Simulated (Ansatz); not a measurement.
Partial pair distribution functions of a relaxed model of amorphous Si₃₆O₇₅H₆, broadened by 0.06 Å; density 2.24 g/cm³. Level of theory: PBE, scalar-relativistic without spin-orbit coupling (plane waves to 420 eV, PAW; Ansatz, a quantum-chemistry and plane-wave program).

The cell was made by melting and quenching with the CHGNet potential and then relaxed with DFT. O atoms were pushed apart under 1.9 Å during the dynamics, to hinder bonds among them. The hot cell started wider than the set density and was brought back towards it in steps. It is the lowest in DFT energy of 4 quenches. It is a model cell: composition and starting density were chosen by hand, and all elements were melted together. No dispersion term was used. Its density started from a set value of 2.24 and ended at 2.24 g/cm³. The simulated quench (nominally 180 K/ps over its main leg) is rapid and tends to freeze in more defects than a deposited or slowly cooled glass has. Values belong to this one cell and scatter from quench to quench. The volume was held where the preparation left it and the shape relaxed, at a PBE pressure of 2.3 GPa. Stress components on the final sampling reach 2.3 GPa.

```json
[
 {"r (Å)": "0.75", "g Si-O": "0.00", "g O-H": "0.02", "g Si-Si": "0.00", "g O-O": "0.00"},
 {"r (Å)": "0.85", "g Si-O": "0.00", "g O-H": "1.80", "g Si-Si": "0.00", "g O-O": "0.00"},
 {"r (Å)": "0.95", "g Si-O": "0.00", "g O-H": "11.59", "g Si-Si": "0.00", "g O-O": "0.00"},
 {"r (Å)": "1.05", "g Si-O": "0.00", "g O-H": "4.99", "g Si-Si": "0.00", "g O-O": "0.00"},
 {"r (Å)": "1.15", "g Si-O": "0.00", "g O-H": "0.15", "g Si-Si": "0.00", "g O-O": "0.00"},
 {"r (Å)": "1.25", "g Si-O": "0.00", "g O-H": "0.00", "g Si-Si": "0.00", "g O-O": "0.00"},
 {"r (Å)": "1.35", "g Si-O": "0.00", "g O-H": "0.00", "g Si-Si": "0.00", "g O-O": "0.00"},
 {"r (Å)": "1.45", "g Si-O": "0.32", "g O-H": "0.00", "g Si-Si": "0.00", "g O-O": "0.00"},
 {"r (Å)": "1.55", "g Si-O": "8.35", "g O-H": "0.18", "g Si-Si": "0.00", "g O-O": "0.00"},
 {"r (Å)": "1.65", "g Si-O": "15.60", "g O-H": "1.08", "g Si-Si": "0.00", "g O-O": "0.00"},
 {"r (Å)": "1.75", "g Si-O": "2.16", "g O-H": "0.74", "g Si-Si": "0.00", "g O-O": "0.00"},
 {"r (Å)": "1.85", "g Si-O": "0.02", "g O-H": "0.05", "g Si-Si": "0.00", "g O-O": "0.00"},
 {"r (Å)": "1.95", "g Si-O": "0.00", "g O-H": "0.12", "g Si-Si": "0.00", "g O-O": "0.00"},
 {"r (Å)": "2.05", "g Si-O": "0.00", "g O-H": "0.46", "g Si-Si": "0.00", "g O-O": "0.00"},
 {"r (Å)": "2.15", "g Si-O": "0.00", "g O-H": "0.27", "g Si-Si": "0.00", "g O-O": "0.00"},
 {"r (Å)": "2.25", "g Si-O": "0.00", "g O-H": "0.73", "g Si-Si": "0.05", "g O-O": "0.01"},
 {"r (Å)": "2.35", "g Si-O": "0.00", "g O-H": "0.68", "g Si-Si": "0.24", "g O-O": "0.06"},
 {"r (Å)": "2.45", "g Si-O": "0.00", "g O-H": "0.09", "g Si-Si": "0.07", "g O-O": "0.40"},
 {"r (Å)": "2.55", "g Si-O": "0.00", "g O-H": "0.00", "g Si-Si": "0.00", "g O-O": "3.13"},
 {"r (Å)": "2.65", "g Si-O": "0.00", "g O-H": "0.17", "g Si-Si": "0.01", "g O-O": "6.90"},
 {"r (Å)": "2.75", "g Si-O": "0.00", "g O-H": "1.02", "g Si-Si": "0.29", "g O-O": "3.44"},
 {"r (Å)": "2.85", "g Si-O": "0.01", "g O-H": "0.99", "g Si-Si": "2.05", "g O-O": "0.80"},
 {"r (Å)": "2.95", "g Si-O": "0.17", "g O-H": "1.37", "g Si-Si": "3.88", "g O-O": "0.51"},
 {"r (Å)": "3.05", "g Si-O": "0.35", "g O-H": "1.89", "g Si-Si": "3.80", "g O-O": "0.52"},
 {"r (Å)": "3.15", "g Si-O": "0.44", "g O-H": "1.94", "g Si-Si": "3.60", "g O-O": "0.72"},
 {"r (Å)": "3.25", "g Si-O": "0.70", "g O-H": "1.38", "g Si-Si": "1.06", "g O-O": "0.72"},
 {"r (Å)": "3.35", "g Si-O": "1.13", "g O-H": "2.03", "g Si-Si": "0.05", "g O-O": "0.63"},
 {"r (Å)": "3.45", "g Si-O": "1.21", "g O-H": "2.08", "g Si-Si": "0.01", "g O-O": "0.62"},
 {"r (Å)": "3.55", "g Si-O": "1.22", "g O-H": "1.29", "g Si-Si": "0.08", "g O-O": "0.61"},
 {"r (Å)": "3.65", "g Si-O": "1.22", "g O-H": "0.38", "g Si-Si": "0.18", "g O-O": "0.44"},
 {"r (Å)": "3.75", "g Si-O": "1.45", "g O-H": "0.62", "g Si-Si": "0.26", "g O-O": "0.36"},
 {"r (Å)": "3.85", "g Si-O": "1.56", "g O-H": "0.65", "g Si-Si": "0.31", "g O-O": "0.60"},
 {"r (Å)": "3.95", "g Si-O": "1.67", "g O-H": "0.77", "g Si-Si": "0.60", "g O-O": "0.66"},
 {"r (Å)": "4.05", "g Si-O": "1.75", "g O-H": "0.85", "g Si-Si": "0.40", "g O-O": "0.70"},
 {"r (Å)": "4.15", "g Si-O": "2.09", "g O-H": "0.62", "g Si-Si": "0.81", "g O-O": "0.70"},
 {"r (Å)": "4.25", "g Si-O": "1.89", "g O-H": "0.96", "g Si-Si": "1.24", "g O-O": "0.76"},
 {"r (Å)": "4.35", "g Si-O": "1.06", "g O-H": "1.15", "g Si-Si": "1.10", "g O-O": "0.93"},
 {"r (Å)": "4.45", "g Si-O": "0.66", "g O-H": "1.15", "g Si-Si": "0.97", "g O-O": "0.84"},
 {"r (Å)": "4.55", "g Si-O": "0.57", "g O-H": "1.28", "g Si-Si": "0.93", "g O-O": "0.96"},
 {"r (Å)": "4.65", "g Si-O": "0.60", "g O-H": "0.98", "g Si-Si": "1.23", "g O-O": "1.33"},
 {"r (Å)": "4.75", "g Si-O": "0.63", "g O-H": "1.04", "g Si-Si": "1.22", "g O-O": "1.42"},
 {"r (Å)": "4.85", "g Si-O": "0.53", "g O-H": "0.72", "g Si-Si": "1.28", "g O-O": "1.43"},
 {"r (Å)": "4.95", "g Si-O": "0.49", "g O-H": "0.77", "g Si-Si": "1.36", "g O-O": "1.64"},
 {"r (Å)": "5.05", "g Si-O": "0.53", "g O-H": "0.99", "g Si-Si": "1.19", "g O-O": "1.47"},
 {"r (Å)": "5.15", "g Si-O": "0.69", "g O-H": "1.25", "g Si-Si": "1.21", "g O-O": "1.40"},
 {"r (Å)": "5.25", "g Si-O": "0.81", "g O-H": "0.99", "g Si-Si": "1.05", "g O-O": "1.39"},
 {"r (Å)": "5.35", "g Si-O": "0.92", "g O-H": "1.08", "g Si-Si": "1.15", "g O-O": "1.18"},
 {"r (Å)": "5.45", "g Si-O": "1.06", "g O-H": "0.91", "g Si-Si": "1.35", "g O-O": "0.95"},
 {"r (Å)": "5.55", "g Si-O": "1.17", "g O-H": "0.90", "g Si-Si": "1.58", "g O-O": "0.78"},
 {"r (Å)": "5.65", "g Si-O": "1.24", "g O-H": "1.27", "g Si-Si": "1.00", "g O-O": "0.76"},
 {"r (Å)": "5.75", "g Si-O": "1.17", "g O-H": "1.20", "g Si-Si": "0.82", "g O-O": "0.77"},
 {"r (Å)": "5.85", "g Si-O": "1.11", "g O-H": "0.86", "g Si-Si": "0.83", "g O-O": "0.76"}
]
```

Within 1.88 Å each Si has 4.00 O neighbours on average.
